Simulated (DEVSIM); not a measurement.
Structure: abrupt Ge p-n junction, at 250 K.

| layer (left to right) | material | thickness (μm) | Nd (cm⁻³) | Na (cm⁻³) | τn (s) | τp (s) |
|---|---|---|---|---|---|---|
| 1 | Ge | 2.00 | - | 1.6e15 | 0.011 | 0.00038 |
| 2 | Ge | 220 | 3.4e17 | - | 0.00038 | 0.00038 |

Left contact: ohmic. Right contact: ohmic. Voltage is applied to the left contact. Recombination: SRH at mid-gap. Mobility is μmin + (μ − μmin)/(1 + (N/Nref)^α).

The device is made up for the run: typed textbook-type constants, with dimensions and the other settings drawn at random. Values at 300 K; Nc and Nv go as T^1.5, mobilities as T to minus their exponent, the gap by Varshni's rule with the affinity fixed.

| parameter | Ge |
|---|---|
| gap (eV) | 0.664 |
| affinity (eV) | 4 |
| permittivity | 16 |
| Nc (cm⁻³) | 1.04e19 |
| Nv (cm⁻³) | 6e18 |
| μn (cm²/Vs) | 3900 |
| μp (cm²/Vs) | 1900 |
| μn,min | 150 |
| μp,min | 100 |
| Nref,n | 2.6e17 |
| Nref,p | 4e17 |
| αn | 0.56 |
| αp | 0.6 |
| T exponent of μn | 1.66 |
| T exponent of μp | 2.33 |
| Varshni α (eV/K) | 0.000477 |
| Varshni β (K) | 235 |

Model (solved in DEVSIM): 1D drift-diffusion, Boltzmann statistics, complete ionisation; no tunnelling, impact ionisation, image-force lowering or self-heating.

Task: Tabulate band edges, carrier densities and field at zero bias.

Result: Energies count from the Fermi level of the right contact; mesh points crowd at the junctions.

```json
[
 {"x (μm)": "0.000", "Ec (eV)": "0.511", "Ev (eV)": "-0.171", "n (cm⁻³)": "3.9e8", "p (cm⁻³)": "1.6e15", "field (V/cm)": "≈ 0"},
 {"x (μm)": "0.04470", "Ec (eV)": "0.511", "Ev (eV)": "-0.171", "n (cm⁻³)": "3.9e8", "p (cm⁻³)": "1.6e15", "field (V/cm)": "≈ 0"},
 {"x (μm)": "0.1706", "Ec (eV)": "0.511", "Ev (eV)": "-0.171", "n (cm⁻³)": "3.9e8", "p (cm⁻³)": "1.6e15", "field (V/cm)": "≈ 0"},
 {"x (μm)": "0.5475", "Ec (eV)": "0.511", "Ev (eV)": "-0.171", "n (cm⁻³)": "3.9e8", "p (cm⁻³)": "1.6e15", "field (V/cm)": "≈ 0"},
 {"x (μm)": "1.544", "Ec (eV)": "0.458", "Ev (eV)": "-0.225", "n (cm⁻³)": "4.7e9", "p (cm⁻³)": "1.3e14", "field (V/cm)": "-3500"},
 {"x (μm)": "1.861", "Ec (eV)": "0.258", "Ev (eV)": "-0.424", "n (cm⁻³)": "4.9e13", "p (cm⁻³)": "1.3e10", "field (V/cm)": "-9200"},
 {"x (μm)": "1.966", "Ec (eV)": "0.148", "Ev (eV)": "-0.535", "n (cm⁻³)": "8.3e15", "p (cm⁻³)": "7.5e7", "field (V/cm)": "-13000"},
 {"x (μm)": "2.017", "Ec (eV)": "0.071", "Ev (eV)": "-0.612", "n (cm⁻³)": "3.0e17", "p (cm⁻³)": "2100000", "field (V/cm)": "-3700"},
 {"x (μm)": "2.094", "Ec (eV)": "0.068", "Ev (eV)": "-0.615", "n (cm⁻³)": "3.4e17", "p (cm⁻³)": "1800000", "field (V/cm)": "≈ 0"},
 {"x (μm)": "2.317", "Ec (eV)": "0.068", "Ev (eV)": "-0.615", "n (cm⁻³)": "3.4e17", "p (cm⁻³)": "1800000", "field (V/cm)": "≈ 0"},
 {"x (μm)": "2.961", "Ec (eV)": "0.068", "Ev (eV)": "-0.615", "n (cm⁻³)": "3.4e17", "p (cm⁻³)": "1800000", "field (V/cm)": "≈ 0"},
 {"x (μm)": "6.084", "Ec (eV)": "0.068", "Ev (eV)": "-0.615", "n (cm⁻³)": "3.4e17", "p (cm⁻³)": "1800000", "field (V/cm)": "≈ 0"},
 {"x (μm)": "13.85", "Ec (eV)": "0.068", "Ev (eV)": "-0.615", "n (cm⁻³)": "3.4e17", "p (cm⁻³)": "1800000", "field (V/cm)": "≈ 0"},
 {"x (μm)": "36.28", "Ec (eV)": "0.068", "Ev (eV)": "-0.615", "n (cm⁻³)": "3.4e17", "p (cm⁻³)": "1800000", "field (V/cm)": "≈ 0"},
 {"x (μm)": "135.9", "Ec (eV)": "0.068", "Ev (eV)": "-0.615", "n (cm⁻³)": "3.4e17", "p (cm⁻³)": "1800000", "field (V/cm)": "≈ 0"},
 {"x (μm)": "193.4", "Ec (eV)": "0.068", "Ev (eV)": "-0.615", "n (cm⁻³)": "3.4e17", "p (cm⁻³)": "1800000", "field (V/cm)": "≈ 0"},
 {"x (μm)": "212.1", "Ec (eV)": "0.068", "Ev (eV)": "-0.615", "n (cm⁻³)": "3.4e17", "p (cm⁻³)": "1800000", "field (V/cm)": "≈ 0"},
 {"x (μm)": "218.6", "Ec (eV)": "0.068", "Ev (eV)": "-0.615", "n (cm⁻³)": "3.4e17", "p (cm⁻³)": "1800000", "field (V/cm)": "≈ 0"},
 {"x (μm)": "221.2", "Ec (eV)": "0.068", "Ev (eV)": "-0.615", "n (cm⁻³)": "3.4e17", "p (cm⁻³)": "1800000", "field (V/cm)": "≈ 0"},
 {"x (μm)": "221.7", "Ec (eV)": "0.068", "Ev (eV)": "-0.615", "n (cm⁻³)": "3.4e17", "p (cm⁻³)": "1800000", "field (V/cm)": "≈ 0"},
 {"x (μm)": "221.9", "Ec (eV)": "0.068", "Ev (eV)": "-0.615", "n (cm⁻³)": "3.4e17", "p (cm⁻³)": "1800000", "field (V/cm)": "≈ 0"},
 {"x (μm)": "222.0", "Ec (eV)": "0.068", "Ev (eV)": "-0.615", "n (cm⁻³)": "3.4e17", "p (cm⁻³)": "1800000", "field (V/cm)": "≈ 0"}
]
```
